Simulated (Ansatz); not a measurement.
Start from SnS$_{2}$ in the 2H-MoS2 type structure (space group P6_3/mmc, No. 194; a = 3.589 Å, c = 11.889 Å; a hypothetical phase, not in the database extracts checked; layered, stacked along the Cartesian z axis).

Method: DFT with PBE-D3(BJ), PAW potentials and a 420 eV plane-wave cutoff in Ansatz (an electronic-structure program), without spin-orbit coupling, earlier PAW set.

Before the change:

| Quantity | Result |
|---|---|
| c/a ratio | 3.313 |
| Lattice parameter a | 3.589 Å |

Now apply this change: full substitution Sn → Si; the structure is relaxed again.

Question: Predict the new c/a ratio and lattice parameter a.

Answer: The c/a ratio goes up by 0.353 (3.313 → 3.666); the lattice parameter a falls by 0.379 Å to 3.210 Å.

Stability against distortions was not tested. As relaxed here, SiS2 is a hypothetical phase, not in the database extracts checked. All final runs are without spin polarisation.
